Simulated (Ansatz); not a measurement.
## Ru, response to strain

Start from Ru in the hcp (Mg type) structure (space group P6_3/mmc, No. 194; a = 2.7043 Å, c = 4.2629 Å; relaxed with 0.1 eV smearing).

Strains are applied to the cell and any free atomic positions relax.

Calculations: r2SCAN (Ansatz, an electronic-structure program), without spin-orbit coupling.

Notes on the quantities. pressure: mean of the normal stresses, compression positive.

```csv
isotropic strain (%),pressure (GPa)
0,0.0
0.5,?
1,-9.4
1.5,-13.5
2,-17.3
2.5,-20.9
3,-24.1
```

Task: Fit P = P₀ − Bδ + Cδ² with δ = (1 + ε)³ − 1 to the rows shown and predict the withheld row.

Result: Least squares on the printed values gives P₀ = 0.0 GPa, B = 330 GPa (at held cell shape), C = 760 GPa (largest residual 0.1 GPa); this predicts -4.8 GPa, and the run gives -4.9 GPa, in agreement.

Stability against distortions was not tested. The final runs are not spin-polarised.
